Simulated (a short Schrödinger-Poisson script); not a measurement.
Structure: gated Al0.33Ga0.67N/GaN polarisation-induced gas, at 300 K.

| layer | material | thickness (nm) | Na (cm⁻³) |
|---|---|---|---|
| 1 | Al0.33Ga0.67N | 20 | - |
| 2 | GaN | 6000 | 1e15 |

The device is made up for the run: typed textbook-type constants, with dimensions and the other settings drawn at random. Al0.33Ga0.67N: permittivity 9.3, conduction-band edge (eV) 0.462, gap (eV) 4.09, electron mass (mₑ) 0.24, Nv at 300 K (cm⁻³) 4.6e19. GaN: permittivity 9.5, conduction-band edge (eV) 0, gap (eV) 3.43, Nv at 300 K (cm⁻³) 4.6e19.

Channel valleys (confinement mass, in-plane density-of-states mass, number): Γ 0.2, 0.2, 1. At the gate the conduction-band edge of layer 1 lies 1.27 eV − eVg above the Fermi level of the channel; the field vanishes at the back. Sheet of polarisation charge: +1.6e13 e/cm² at 20 nm from the gate. The barrier under the gate holds no holes. Gaps are held at their typed values at every temperature. Mesh 0.08 nm at interfaces.

Solved with a short Schrödinger-Poisson script written for these runs: 1D Poisson equation in equilibrium, electrons quantum, Hartree plus LDA exchange-correlation (BenDaniel-Duke, 40 states a valley, the channel's in-plane mass for all, wave functions free to enter the barrier), parabolic valleys, classical holes, full ionisation, no traps, pinning or gate leakage.

The same stack at other levels of the model or other numerical settings:

| run | sheet density of all electrons at Vg = 0.5 V (cm⁻²) | sheet density of all electrons at Vg = -3.5 V (cm⁻²) | capacitance at Vg = 0.5 V (μF/cm²) | centroid of the channel electrons at Vg = 0.5 V (nm) | rough cost against the base |
|---|---|---|---|---|---|
| base | 1.41e13 | 4.31e12 | 0.398 | 1.76 | about 1 |
| electrons treated as classical, Boltzmann | 1.46e13 | 4.50e12 | 0.407 | 0.74 | 0.02 |
| electrons treated as classical, Fermi-Dirac | 1.39e13 | 4.33e12 | 0.390 | 1.71 | 0.06 |
| electrons treated as quantum, Hartree | 1.39e13 | 4.22e12 | 0.398 | 1.94 | 0.7 |
| mesh six times as coarse | 1.41e13 | 4.30e12 | 0.399 | 1.69 | 0.3 |
| one subband a valley | 1.40e13 | 4.30e12 | 0.396 | 1.31 | 0.3 |

The classical rows ignore confinement, and Boltzmann statistics overrate the density once the band edge passes the Fermi level.
